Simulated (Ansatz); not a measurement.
## IrO2, pressure series

Take IrO₂ in the rutile structure (space group P4_2/mnm, No. 136) as the base.

```
CELL_PARAMETERS angstrom
      4.52926     0.00000     0.00000
      0.00000     4.52926     0.00000
      0.00000     0.00000     3.17980
ATOMIC_POSITIONS crystal
  Ir 0.00000 0.00000 0.00000
  Ir 0.50000 0.50000 0.50000
  O  0.30843 0.30843 0.00000
  O  0.80843 0.19157 0.50000
  O  0.19157 0.80843 0.50000
  O  0.69157 0.69157 0.00000
```

Cell and atoms are relaxed at each pressure.

The values are results of Ansatz (a program for electronic structure) PBE, spin-orbit coupling left out, not measurements.

```csv
pressure (GPa),volume per atom (Å³/atom)
-2,10.957
-1,10.914
0,10.872
1.8,10.799
4.2,?
9,10.531
18,10.242
30,9.914
60,9.277
```

Q: Fit the third-order Birch–Murnaghan form P(V) = (3B₀/2)[(V₀/V)^(7/3) − (V₀/V)^(5/3)]·[1 + (3/4)(B₀′ − 4)((V₀/V)^(2/3) − 1)] (squares taken in P) to the rows shown and predict the withheld row.

A: Least squares on the printed values gives V₀ = 10.872 Å³/atom, B₀ = 263 GPa, B₀′ = 4.5; this predicts 10.706 Å³/atom, and the run gives 10.705 Å³/atom, in agreement.

Load acts through the strain it causes; cell and atoms are relaxed under it. Stability against distortions was not tested. No other phases were tried under pressure. No Hubbard U is applied, and correlation can decide whether such a compound is a metal. The final runs are not spin-polarised.
